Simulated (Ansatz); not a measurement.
The parent structure is BiSI (space group Pnma, No. 62; a = 8.458 Å, b = 4.127 Å, c = 10.291 Å). Axes: x, y, z lie along a, b, c of the conventional cell.

Method: Ansatz (a first-principles code), PBEsol, PAW, cutoff 420 eV, no SOC.

It is then changed as follows: biaxial strain −4.19 %, plane normal [001], relaxed out of plane (Cartesian); in-plane vectors clamped, the third vector and the atoms free.

### Question
What does the calculation give for the in-plane stress and out-of-plane strain after the change?

### Answer
The mean in-plane stress (compression positive) amounts to +1.8 GPa; the out-of-plane strain comes out as +8.07 %.

No phonon test of stability was made.
